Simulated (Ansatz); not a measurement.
**Ru on the 1x1 (100) surface of monoclinic HfO2 (cut with top plane 2 O), one in a 1x1 cell, started at the site 'top O'**

Host crystal: monoclinic HfO2, with a band gap (PBE, scalar-relativistic without spin-orbit coupling).

These are PBE (plane waves to 420 eV, PAW; Ansatz, an electronic-structure program) values and carry that method's errors.

Slab: 25 atoms, 9.3 Å thick at the start under the adsorbate (thin: gaps and levels are the slab's own); k 4x4x1, smearing 0.01 eV, dipole-corrected; 12 atoms held, the rest relaxed; no symmetry held; spin-polarised, ending with about 2.0 μB a cell; orders that need a larger cell were not tried, no spin-orbit, no U, no dispersion correction. At the end it is bonded to 2 Hf + 2 O. In PBE it is, or lies within 0.03 eV of, the lowest of the starts that converged.

```yaml
adsorption energy against an atom of hcp Ru: 4.43 eV
gap_of_the_slab_on_its_k_mesh: 0.40 eV
highest_filled_level_below_the_top_vacuum_level: 4.21 eV
change_of_the_step_from_the_bottom_to_the_top_vacuum_level_against_the_clean_slab: -1.27 eV
energy_released_by_relaxation: 1.66 eV
height of the binding atom over the mean of the host atoms within 0.3 Å of the top one: 0.567 Å
magnetic_moment_of_the_cell: 2.00 μB
nearest_host_atoms_of_the_binding_atom: O at 2.07 Å, O at 2.46 Å, Hf at 2.66 Å
largest_move_of_a_host_atom: 0.40 Å
caution: the clean host was not checked against rearrangement in a larger or rattled cell
note: in the relaxation the adsorbate left its starting site by 2.3 Å
cost: about 3 core-hours (a rough figure)
```

A negative adsorption energy means that the adsorbate is more stable on the surface than in its reference.
